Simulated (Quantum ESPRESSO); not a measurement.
Input and output of a self-consistent single point for Tl3Zn (P1, 4 atoms in the cell) (Quantum ESPRESSO).

Method of the run: LDA (PZ), GBRV 1.5 ultrasoft (LDA) pseudopotentials (plane waves; Quantum ESPRESSO 7.5).

```xyz
4
Lattice="0.0000 3.8311 3.8311 3.8311 0.0000 3.8311 3.8311 3.8311 0.0000" Properties=species:S:1:pos:R:3 pbc="T T T"
Zn     0.0902     0.0091    -0.0313
Tl     3.7862     3.8290     3.8279
Tl     1.8700     1.9043     1.9648
Tl     5.7470     5.7510     5.7319
```

Reference input (self-consistent single point, DFT, LDA (PZ), plane waves, GBRV 1.5 ultrasoft (LDA) pseudopotentials): ecutwfc = 50 Ry; ecutrho = 250 Ry; occupations = smearing; smearing = marzari-vanderbilt; degauss = 0.0036749 Ry; potentials = {Zn: zn_lda_v1.uspp.F.UPF, Tl: tl_lda_v1.2.uspp.F.UPF}; K_POINTS = automatic 4 4 4 0 0 0; conv_thr = 1e-10 Ry. This run's input differs from it in these lines:

```diff
@@ -12,4 +12,4 @@
     ntyp = 2,
-    ecutwfc = 50,
-    ecutrho = 250,
+    ecutwfc = 35,
+    ecutrho = 175,
     occupations = 'smearing',
```

Log, with long lists cut:

```
     Self-consistent Calculation

     iteration #  1     ecut=    35.00 Ry     beta= 0.70

     Threshold (ethr) on eigenvalues was too large:
     Diagonalizing with lowered threshold

     negative rho (up, down):  1.465E-01 0.000E+00

     total energy              =    -895.70903551 Ry
     estimated scf accuracy    <       0.04396712 Ry

     iteration #  2     ecut=    35.00 Ry     beta= 0.70

     negative rho (up, down):  1.474E-01 0.000E+00

     total energy              =    -895.71578475 Ry
     estimated scf accuracy    <       0.05111620 Ry

     iteration #  3     ecut=    35.00 Ry     beta= 0.70

     negative rho (up, down):  1.482E-01 0.000E+00

     total energy              =    -895.72774819 Ry
     estimated scf accuracy    <       0.00098134 Ry

   [... 7 blocks of this kind left out ...]

     iteration # 11     ecut=    35.00 Ry     beta= 0.70

     negative rho (up, down):  1.485E-01 0.000E+00

     total energy              =    -895.72818458 Ry
     estimated scf accuracy    <          1.8E-10 Ry

     iteration # 12     ecut=    35.00 Ry     beta= 0.70

     negative rho (up, down):  1.485E-01 0.000E+00
     End of self-consistent calculation

     the Fermi energy is     9.5722 ev

!    total energy              =    -895.72818458 Ry
     estimated scf accuracy    <          7.8E-12 Ry
     smearing contrib. (-TS)   =      -0.00080452 Ry
     internal energy E=F+TS    =    -895.72738007 Ry

     convergence has been achieved in  12 iterations

     negative rho (up, down):  1.485E-01 0.000E+00

     Forces acting on atoms (cartesian axes, Ry/au):

     atom    1 type  1   force =     0.00486841    0.00094669   -0.00167754
     atom    2 type  2   force =    -0.00128720   -0.00027828    0.00083409
     atom    3 type  2   force =    -0.00146075   -0.00060461   -0.00021468
     atom    4 type  2   force =    -0.00212046   -0.00006380    0.00105813

     Total force =     0.006165     Total SCF correction =     0.000004

     negative rho (up, down):  1.485E-01 0.000E+00
          total   stress  (Ry/bohr**3)                   (kbar)     P=      -66.76
  -0.00046012   0.00000877   0.00000220          -67.69        1.29        0.32
   0.00000877  -0.00044728  -0.00000737            1.29      -65.80       -1.08
   0.00000220  -0.00000737  -0.00045405            0.32       -1.08      -66.79

   JOB DONE.
```

The run converged in 12 iterations. Against the reference run the free energy goes up by 91.4 meV/atom, the pressure goes from -4.29 to -6.68 GPa and the largest force stays at 0.135 eV/Å.

The starting cell comes from a database of computed structures (which also holds hypothetical and non-ambient phases and stackings), without a prior relaxation at this level. Its atoms were displaced at random from the sites of space group no. 225. At the lowered cutoff the pressure carries the error of an incomplete plane-wave basis.

Cost on one core of a shared machine: roughly 60 s.
